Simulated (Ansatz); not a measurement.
**InSb under a change: uniaxial strain ε_yy = −2.13 %**

The reference is InSb in the zinc blende structure (space group F-43m, No. 216; a = 6.557 Å). Axes: x, y, z lie along the cube axes.

Perturbation: uniaxial strain ε_yy = −2.13 %, all other strain components held at zero; the atoms relax in the strained cell.

Level of theory: plane-wave PAW DFT at the r2SCAN level (Ansatz, a quantum-chemistry and plane-wave program, 500 eV), scalar-relativistic without spin-orbit coupling, earlier PAW set. k-mesh 12×12×12 (Γ-centred); smearing 0.05 eV (Fermi–Dirac).

The volume per atom decreases by 0.75 Å³ to 34.49 Å³ and the space group goes from F-43m (No. 216) to I-4m2 (No. 119). The energy grows by 3.3 meV/atom and the pressure (mean of the normal stresses, compression positive) goes from zero to 1.0 GPa. The band gap goes from zero to 0.08 eV and the gap character amounts to direct at Γ. The valence-band top at Γ (three highest levels, from the VBM) comes out as 0.00, -0.11, -0.11 eV and the valley order (the lowest conduction-band minima on the path, energy above the VBM, named in the base's zone) goes from Γ 0.02 eV; L along ⟨111⟩ 0.77 eV; a point along ⟨100⟩, about 0.8 Å⁻¹ from Γ 1.48 eV to Γ 0.08 eV; L along [1-11] 0.74 eV; a point along [010], about 0.8 Å⁻¹ from Γ 1.27 eV; a point along [001], about 0.8 Å⁻¹ from Γ 1.44 eV. The stress (xx, yy, zz, yz, xz, xy; compression positive) comes out as (0.8, 1.4, 0.8, 0.0, 0.0, 0.0) GPa (rough).

Without a gap, meshes like the base's 12×12×12 leave anisotropic stresses uncertain by several tenths of a GPa, and small strain energies with them. Spin-orbit coupling, missing from the scalar runs, can matter with Sb. Stability against distortions was not tested. All final runs are without spin polarisation. Gaps under 0.05 eV, about the width of the smearing, are given as zero. A zero or small gap of InSb can be the functional's error rather than a property of the material. k-point labels follow each cell's own Brillouin zone.
